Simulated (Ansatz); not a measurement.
**Response to strain in AlRu**

Take AlRu in the CsCl type structure (space group Pm-3m, No. 221; a = 2.9825 Å) as the base.

Strains are applied to the cell and any free atomic positions relax.

Method: Ansatz (an electronic-structure program) r2SCAN, scalar-relativistic without spin-orbit coupling.

Notes on the quantities. energy relative to the base: free energy F.

```json
[
 {"isotropic strain (%)": "-1.89", "energy relative to the base (meV/atom)": "31.3"},
 {"isotropic strain (%)": "-0.97", "energy relative to the base (meV/atom)": "8.0"},
 {"isotropic strain (%)": "-0.89", "energy relative to the base (meV/atom)": "6.7"},
 {"isotropic strain (%)": "0", "energy relative to the base (meV/atom)": "0.0"},
 {"isotropic strain (%)": "1.01", "energy relative to the base (meV/atom)": "?"},
 {"isotropic strain (%)": "1.33", "energy relative to the base (meV/atom)": "13.9"}
]
```

Problem. Fit ΔE = Aε² + Bε³ (ε in %) to the rows shown and predict the withheld row.

Solution. Least squares on the printed values gives A = 8.23 and B = -0.28 meV/atom (largest residual 0.0 meV/atom); this predicts 8.1 meV/atom, and the run gives 8.1 meV/atom, in agreement.

Whether these cells are dynamically stable was not tested. The final runs are not spin-polarised.
